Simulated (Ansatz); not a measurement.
The reference is CaO in the rock salt structure (space group Fm-3m, No. 225; a = 4.767 Å). Axes: x, y, z lie along the cube axes.

Now apply this change: compressive biaxial strain of 3.00 % in the plane normal to [001], as in epitaxy on a mismatched substrate; the out-of-plane cell vector and the atoms relax.

Level of theory: PBEsol, PAW, 420 eV (Ansatz, a first-principles code; no spin-orbit coupling).

### Question
Give the band edges at the high-symmetry points of the new zone, measured from its valence-band maximum.

### Answer
```
point  valence edge (eV)  conduction edge (eV)
-----  -----------------  --------------------
Γ                   0.00                  5.00
X                  -0.38                  3.43
P                  -1.00                  6.19
N                  -1.41                  7.30
M                  -0.32                  3.57
S                  -0.94                  5.54
S₀                 -0.94                  5.54
R                  -1.08                  6.10
G                  -1.08                  6.10
```

The gap is 3.43 eV, indirect, Γ → X.

Stability against distortions was not tested. k-point labels follow each cell's own Brillouin zone.
